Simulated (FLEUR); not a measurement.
A user runs FLEUR on Cu3Au (Pm-3m, 4 atoms in the cell) and asks whether the run is sound. The aim is a self-consistent single point with DFT, PBE, all-electron FLAPW (FLEUR), scalar-relativistic valence.

This input was run:

```xml
# input of inpgen
Cu3Au crystal
&input film=f /
6.9932168728 0.0000000000 0.0000000000
0.0000000000 6.9932168728 0.0000000000
0.0000000000 0.0000000000 6.9932168728
1.0
1.0 1.0 1.0

4
29 0.0000000000 0.5000000000 0.5000000000
29 0.5000000000 0.0000000000 0.5000000000
29 0.5000000000 0.5000000000 0.0000000000
79 0.0000000000 0.0000000000 0.0000000000

&comp jspins=1 /
&kpt div1=7 div2=7 div3=7 /
&end /
# inp.xml
<?xml version="1.0" encoding="UTF-8" standalone="no"?>
<fleurInput fleurInputVersion="0.39">
   <comment>
      Cu3Au crystal                                                                                       
   </comment>
   <calculationSetup>
      <cutoffs Kmax="4.4" Gmax="17.6" GmaxXC="17.6" numbands="0"/>
      <scfLoop itmax="80" minDistance="5.0" maxIterBroyd="15" imix="Anderson" alpha="0.05" precondParam="0.0" spinf="2.0"/>
      <coreElectrons ctail="T" frcor="F" kcrel="0" coretail_lmax="0"/>
      <xcFunctional name="pbe" relativisticCorrections="F"/>
      <magnetism jspins="1"/>
      <soc l_soc="F" theta="0.0" phi="0.0" spav="F"/>
      <expertModes spex="0" secvar="F"/>
      <geometryOptimization l_f="F" forcealpha="1.0" forcemix="BFGS" epsdisp="0.00001" epsforce="0.00001"/>
      <ldaU l_linMix="F" mixParam="0.05" spinf="1.0"/>
   </calculationSetup>
   <cell>
      <bzIntegration valenceElectrons="50.0" mode="gauss" fermiSmearingEnergy="0.00499791">
         <kPointListSelection listName="default-1"/>
         <!-- k-points included here -->
         <xi:include xmlns:xi="http://www.w3.org/2001/XInclude" href="kpts.xml"> </xi:include>
      </bzIntegration>
      <!-- symmetry operations included here -->
      <xi:include xmlns:xi="http://www.w3.org/2001/XInclude" href="sym.xml"> </xi:include>
      <bulkLattice scale="1.0">
         <bravaisMatrix>
            <row-1>    6.9932168727999997     0.0000000000000000     0.0000000000000000</row-1>
            <row-2>    0.0000000000000000     6.9932168727999997     0.0000000000000000</row-2>
            <row-3>    0.0000000000000000     0.0000000000000000     6.9932168727999997</row-3>
         </bravaisMatrix>
      </bulkLattice>
   </cell>
   <atomSpecies>
      <species name="Copper (Cu)" element="Cu" atomicNumber="29">
         <mtSphere radius="2.26" gridPoints="797" logIncrement="0.015"/>
         <atomicCutoffs lmax="10" lnonsphr="8"/>
         <electronConfig flipSpins="F">
            <coreConfig>(1s1/2) (2s1/2) (2p1/2) (2p3/2) (3s1/2) (3p1/2) (3p3/2)</coreConfig>
            <valenceConfig>(4s1/2) (3d3/2) (3d5/2)</valenceConfig>
            <stateOccupation state="(4s1/2)" spinUp="0.5" spinDown="0.5"/>
         </electronConfig>
         <energyParameters s="4" p="4" d="3" f="4"/>
      </species>
      <species name="Gold (Au)" element="Au" atomicNumber="79">
         <mtSphere radius="2.26" gridPoints="797" logIncrement="0.017"/>
         <atomicCutoffs lmax="10" lnonsphr="8"/>
         <electronConfig flipSpins="F">
            <coreConfig>(1s1/2) (2s1/2) (2p1/2) (2p3/2) (3s1/2) (3p1/2) (3p3/2) (4s1/2) (3d3/2) (3d5/2) (4p1/2) (4p3/2) (5s1/2) (4d3/2) (4d5/2) (4f5/2) (4f7/2)</coreConfig>
            <valenceConfig>(5p1/2) (5p3/2) (6s1/2) (5d3/2) (5d5/2)</valenceConfig>
            <stateOccupation state="(6s1/2)" spinUp="0.5" spinDown="0.5"/>
         </electronConfig>
         <energyParameters s="6" p="6" d="5" f="5"/>
         <lo type="SCLO" l="1" n="5" eDeriv="0"/>
      </species>
   </atomSpecies>
   <atomGroups>
      <atomGroup species="Copper (Cu)">
         <relPos label="                   1">.0000000000 1.000/2.000 1.000/2.000</relPos>
         <relPos label="                   2">1.000/2.000 .0000000000 1.000/2.000</relPos>
         <relPos label="                   3">1.000/2.000 1.000/2.000 .0000000000</relPos>
         <force calculate="T" relaxXYZ="TTT"/>
      </atomGroup>
      <atomGroup species="Gold (Au)">
         <relPos label="                   4">.0000000000 .0000000000 .0000000000</relPos>
         <force calculate="T" relaxXYZ="TTT"/>
      </atomGroup>
   </atomGroups>
   <output dos="F" band="F" slice="F">
      <checks vchk="F" cdinf="F"/>
      <bandDOS minEnergy="-.5*Htr" maxEnergy="0.5*Htr" sigma="0.015" storeEVData="T"/>
      <vacuumDOS vacdos="F" integ="F" star="F" nstars="0" locx1="0.0" locy1="0.0" locx2="0.0" locy2="0.0" nstm="0" tworkf="0.0"/>
      <unfoldingBand unfoldBand="F" supercellX="1" supercellY="1" supercellZ="1"/>
      <plotting iplot="0" polar="F">
         <plot TwoD="T" vec1="  1.0  0.0  0.0" vec2="  0.0  1.0  0.0" vec3="  0.0  0.0  1.0" zero="  0.0  0.0  0.0" file="plot"/>
      </plotting>
      <chargeDensitySlicing numkpt="0" minEigenval="0.0" maxEigenval="0.0" nnne="0" pallst="F"/>
      <specialOutput eonly="F"/>
      <magneticCircularDichroism mcd="F" energyLo="-10.0" energyUp="0.0"/>
   </output>
  <!-- We include the file relax.xml here to enable relaxations (see documentation) -->
  <xi:include xmlns:xi="http://www.w3.org/2001/XInclude" href="relax.xml"> <xi:fallback/> </xi:include>
</fleurInput>
```

The program printed (abridged):

```
      Welcome to FLEUR        (www.flapw.de)
      MaX-Release 8.1          (www.max-centre.eu)

 ========== k-point set info ==========
 Selected k-point list: default-1
 k-point list type: mesh
 7 x 7 x 7
 Number of k points: 20

 ------------Calculation Setup---------------------------
           1           2           4           5          10          20
 Number of basis functions:          517
 Iteration:     1   Distance:      30.37848680 me/bohr^3
 Iteration:     2   Distance:      22.99711191 me/bohr^3
 Iteration:     3   Distance:       9.69884361 me/bohr^3
 Iteration:     4   Distance:       6.87234258 me/bohr^3
 Iteration:     5   Distance:       5.71139232 me/bohr^3
 Iteration:     6   Distance:       1.49554644 me/bohr^3
 Run finished successfully
 Stop message:
   all done

[file out, last iteration]
             iter=      6
[...]
          total density-effective poten   -4.1479769235E+04
          total charge density-energy d   -5.6852936356E+02
 Updated energy parameters for spin:           1
[...]
 fermi energy and band-weighting factors:

[...]
FERMIE:
          first approx. to ef    (T=0)  :   0.409040 htr   (energy of the highest occ. eigenvalue)
          number of occ. states  (T=0)  :        498
          first approx. to seigv (T=0)  :   2.173439 htr
          sum of weights of occ. states :  25.014577
          sum of semicore charge        :   0.000000 e
          fermi energy=   0.41014 har   work function= -11.16057 ev
          number of valence electrons=  50.00000
   [... lines left out ...]
          total moment                 =     0.00000
 Direct bandgap for spin            1 :    1.0673543637375660E-002  Htr
 ---->    free energy=                    -24013.0469250694 htr
   [... lines left out ...]
                       FX_TOT= 0.000000 FY_TOT= 0.000000 FZ_TOT= 0.000000
No new postions, force convergence required= 0.00001; max force distance= 0.00000
---->    distance of charge densities for spin  1                 it=    6:     1.495546 me/bohr**3
GENERALIZED ANDERSON MIXING: alpha=   0.05000 History-length=5
     ******* it=  6  is completed********
```

**Question.** Can these results be used? Check the input.

**Answer.** The run is not sound. The fault is a convergence threshold that is too loose. A loop that stops early leaves an energy error of second order in the density error, but errors of first order in forces and stress. To fix it, tighten the threshold. The run converged in 6 iterations without an error; against the sound input the total energy goes up by 1.1 meV/atom.

The sound input it was made from differs as follows (other fixes are possible):
```diff
-      <scfLoop itmax="80" minDistance="5.0" maxIterBroyd="15" imix="Anderson" alpha="0.05" precondParam="0.0" spinf="2.0"/>
+      <scfLoop itmax="80" minDistance="0.00001" maxIterBroyd="15" imix="Anderson" alpha="0.05" precondParam="0.0" spinf="2.0"/>
-      <geometryOptimization l_f="F" forcealpha="1.0" forcemix="BFGS" epsdisp="0.00001" epsforce="0.00001"/>
+      <geometryOptimization l_f="T" forcealpha="1.0" forcemix="BFGS" epsdisp="0.00001" epsforce="0.00001"/>
```

With that input, the run converged in 18 iterations: total energy -653428.2992 eV; Fermi level (on the code's own zero) 11.18 eV (DFT, PBE, all-electron FLAPW (FLEUR), scalar-relativistic valence).

On the sound input: the starting cell comes from a database of computed structures (which also holds hypothetical and non-ambient phases and stackings), without a prior relaxation at this level. Its lattice was rescaled by a random factor within 2.5 % of one. Spin-orbit coupling is off. Spin polarisation is off. Values depend on the basis (sphere radii, cutoffs, local orbitals), which need not be converged. The log's line on a gap gives a spacing of levels on this mesh, which the program prints for metals too.

These are the values that this program gave, and no reference: the default basis lacks the next d shell.
